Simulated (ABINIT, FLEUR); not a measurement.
A FLEUR input for a self-consistent single point of SiSnPt5 (P4/mmm, 7 atoms in the cell) (DFT, LDA (Perdew-Zunger), all-electron FLAPW (FLEUR), scalar-relativistic valence):

Input of the input generator:

```
SiSnPt5
&input film=f /
7.4942456294 0.0000000000 0.0000000000
0.0000000000 7.4942456294 0.0000000000
0.0000000000 0.0000000000 13.2521069606
1.0
1.0 1.0 1.0

7
14 0.0000000000 0.0000000000 0.5000000000
50 0.5000000000 0.5000000000 0.0000000000
78 0.0000000000 0.5000000000 0.2955500000
78 0.0000000000 0.5000000000 0.7044500000
78 0.5000000000 0.0000000000 0.2955500000
78 0.5000000000 0.0000000000 0.7044500000
78 0.0000000000 0.0000000000 0.0000000000

&comp jspins=1 /
&exco xctyp='pz' /
&kpt div1=5 div2=5 div3=3 /
&end /
```

```xml
<?xml version="1.0" encoding="UTF-8" standalone="no"?>
<fleurInput fleurInputVersion="0.39">
   <comment>
      SiSnPt5                                                                                             
   </comment>
   <calculationSetup>
      <cutoffs Kmax="4.6" Gmax="13.8" GmaxXC="13.8" numbands="0"/>
      <scfLoop itmax="100" minDistance="0.00001" maxIterBroyd="40" imix="Anderson" alpha="0.05" precondParam="0.0" spinf="2.0"/>
      <coreElectrons ctail="T" frcor="F" kcrel="0" coretail_lmax="0"/>
      <xcFunctional name="pz" relativisticCorrections="F"/>
      <magnetism jspins="1"/>
      <soc l_soc="F" theta="0.0" phi="0.0" spav="F"/>
      <expertModes spex="0" secvar="F"/>
      <geometryOptimization l_f="T" forcealpha="1.0" forcemix="BFGS" epsdisp="0.00001" epsforce="0.00001"/>
      <ldaU l_linMix="F" mixParam="0.05" spinf="1.0"/>
   </calculationSetup>
   <cell>
      <bzIntegration valenceElectrons="98.0" mode="hist" fermiSmearingEnergy="0.00183747">
         <kPointListSelection listName="default-1"/>
         <!-- k-points included here -->
         <xi:include xmlns:xi="http://www.w3.org/2001/XInclude" href="kpts.xml"> </xi:include>
      </bzIntegration>
      <!-- symmetry operations included here -->
      <xi:include xmlns:xi="http://www.w3.org/2001/XInclude" href="sym.xml"> </xi:include>
      <bulkLattice scale="1.0">
         <bravaisMatrix>
            <row-1>    7.4942456293999999     0.0000000000000000     0.0000000000000000</row-1>
            <row-2>    0.0000000000000000     7.4942456293999999     0.0000000000000000</row-2>
            <row-3>    0.0000000000000000     0.0000000000000000    13.2521069606000008</row-3>
         </bravaisMatrix>
      </bulkLattice>
   </cell>
   <atomSpecies>
      <species name="Silicon (Si)" element="Si" atomicNumber="14">
         <mtSphere radius="1.74" gridPoints="603" logIncrement="0.019"/>
         <atomicCutoffs lmax="8" lnonsphr="6"/>
         <electronConfig flipSpins="F">
            <coreConfig>(1s1/2) (2s1/2) (2p1/2) (2p3/2)</coreConfig>
            <valenceConfig>(3s1/2) (3p1/2) (3p3/2)</valenceConfig>
            <stateOccupation state="(3p1/2)" spinUp="0.3333333333333" spinDown="0.3333333333333"/>
            <stateOccupation state="(3p3/2)" spinUp="0.6666666666667" spinDown="0.6666666666667"/>
         </electronConfig>
         <energyParameters s="3" p="3" d="3" f="4"/>
      </species>
      <species name="Tin (Sn)" element="Sn" atomicNumber="50">
         <mtSphere radius="2.39" gridPoints="823" logIncrement="0.016"/>
         <atomicCutoffs lmax="10" lnonsphr="8"/>
         <electronConfig flipSpins="F">
            <coreConfig>(1s1/2) (2s1/2) (2p1/2) (2p3/2) (3s1/2) (3p1/2) (3p3/2) (4s1/2) (3d3/2) (3d5/2) (4p1/2) (4p3/2)</coreConfig>
            <valenceConfig>(5s1/2) (4d3/2) (4d5/2) (5p1/2) (5p3/2)</valenceConfig>
            <stateOccupation state="(5p1/2)" spinUp="0.3333333333333" spinDown="0.3333333333333"/>
            <stateOccupation state="(5p3/2)" spinUp="0.6666666666667" spinDown="0.6666666666667"/>
         </electronConfig>
         <energyParameters s="5" p="5" d="5" f="4"/>
         <lo type="SCLO" l="2" n="4" eDeriv="0"/>
      </species>
      <species name="Platinum (Pt)" element="Pt" atomicNumber="78">
         <mtSphere radius="2.53" gridPoints="873" logIncrement="0.015"/>
         <atomicCutoffs lmax="10" lnonsphr="8"/>
         <electronConfig flipSpins="F">
            <coreConfig>(1s1/2) (2s1/2) (2p1/2) (2p3/2) (3s1/2) (3p1/2) (3p3/2) (4s1/2) (3d3/2) (3d5/2) (4p1/2) (4p3/2) (5s1/2) (4d3/2) (4d5/2) (4f5/2) (4f7/2)</coreConfig>
            <valenceConfig>(5p1/2) (5p3/2) (6s1/2) (5d3/2) (5d5/2)</valenceConfig>
            <stateOccupation state="(6s1/2)" spinUp="0.5" spinDown="0.5"/>
            <stateOccupation state="(5d3/2)" spinUp="1.8" spinDown="1.8"/>
            <stateOccupation state="(5d5/2)" spinUp="2.7" spinDown="2.7"/>
         </electronConfig>
         <energyParameters s="6" p="6" d="5" f="5"/>
         <lo type="SCLO" l="1" n="5" eDeriv="0"/>
      </species>
   </atomSpecies>
   <atomGroups>
      <atomGroup species="Silicon (Si)">
         <relPos label="                   1">.0000000000 .0000000000 1.000/2.000</relPos>
         <force calculate="T" relaxXYZ="TTT"/>
      </atomGroup>
      <atomGroup species="Tin (Sn)">
         <relPos label="                   2">1.000/2.000 1.000/2.000 .0000000000</relPos>
         <force calculate="T" relaxXYZ="TTT"/>
      </atomGroup>
      <atomGroup species="Platinum (Pt)">
         <relPos label="                   3">.0000000000 1.000/2.000 .2955500000</relPos>
         <relPos label="                   4">.0000000000 1.000/2.000 -.2955500000</relPos>
         <relPos label="                   5">1.000/2.000 .0000000000 .2955500000</relPos>
         <relPos label="                   6">1.000/2.000 .0000000000 -.2955500000</relPos>
         <force calculate="T" relaxXYZ="TTT"/>
      </atomGroup>
      <atomGroup species="Platinum (Pt)">
         <relPos label="                   7">.0000000000 .0000000000 .0000000000</relPos>
         <force calculate="T" relaxXYZ="TTT"/>
      </atomGroup>
   </atomGroups>
   <output dos="F" band="F" slice="F">
      <checks vchk="F" cdinf="F"/>
      <bandDOS minEnergy="-.5*Htr" maxEnergy="0.5*Htr" sigma="0.015" storeEVData="T"/>
      <vacuumDOS vacdos="F" integ="F" star="F" nstars="0" locx1="0.0" locy1="0.0" locx2="0.0" locy2="0.0" nstm="0" tworkf="0.0"/>
      <unfoldingBand unfoldBand="F" supercellX="1" supercellY="1" supercellZ="1"/>
      <plotting iplot="0" polar="F">
         <plot TwoD="T" vec1="  1.0  0.0  0.0" vec2="  0.0  1.0  0.0" vec3="  0.0  0.0  1.0" zero="  0.0  0.0  0.0" file="plot"/>
      </plotting>
      <chargeDensitySlicing numkpt="0" minEigenval="0.0" maxEigenval="0.0" nnne="0" pallst="F"/>
      <specialOutput eonly="F"/>
      <magneticCircularDichroism mcd="F" energyLo="-10.0" energyUp="0.0"/>
   </output>
  <!-- We include the file relax.xml here to enable relaxations (see documentation) -->
  <xi:include xmlns:xi="http://www.w3.org/2001/XInclude" href="relax.xml"> <xi:fallback/> </xi:include>
</fleurInput>
```

### Question
Translate this input to ABINIT.

### Answer
This is the input that was run; spellings and numerical settings could be chosen otherwise.

```
# SiSnPt5, PseudoDojo nc-sr-04 LDA standard
pp_dirpath "./"
pseudos "Si.upf, Sn.upf, Pt.upf"
acell 7.4942456294 7.4942456294 13.2521069606
rprim
         1.0000000000    0.0000000000    0.0000000000
         0.0000000000    1.0000000000    0.0000000000
         0.0000000000    0.0000000000    1.0000000000
natom 7
ntypat 3
znucl 14 50 78
typat 1 2 3 3 3 3 3
xred
         0.0000000000    0.0000000000    0.5000000000
         0.5000000000    0.5000000000    0.0000000000
         0.0000000000    0.5000000000    0.2955500000
         0.0000000000    0.5000000000    0.7044500000
         0.5000000000    0.0000000000    0.2955500000
         0.5000000000    0.0000000000    0.7044500000
         0.0000000000    0.0000000000    0.0000000000
ecut 84 Ry
occopt 3
tsmear 0.00183747
nband 67
kptopt 1
ngkpt 5 5 3
nshiftk 1
shiftk 0 0 0
nstep 60
toldfe 1.0e-09
prtwf 0
prtden 0
```

Basis settings and potentials, where a program has them, do not carry over. This input uses DFT, LDA (PW92), plane waves, norm-conserving pseudopotentials (PseudoDojo nc-sr-04 LDA standard). LDA parametrisations can differ slightly between programs.

The starting cell comes from a database of computed structures (which also holds hypothetical and non-ambient phases and stackings), without a prior relaxation at this level. Its lattice was rescaled by a random factor within 2.5 % of one. For this run, on top of that: lattice scaled by 0.98.
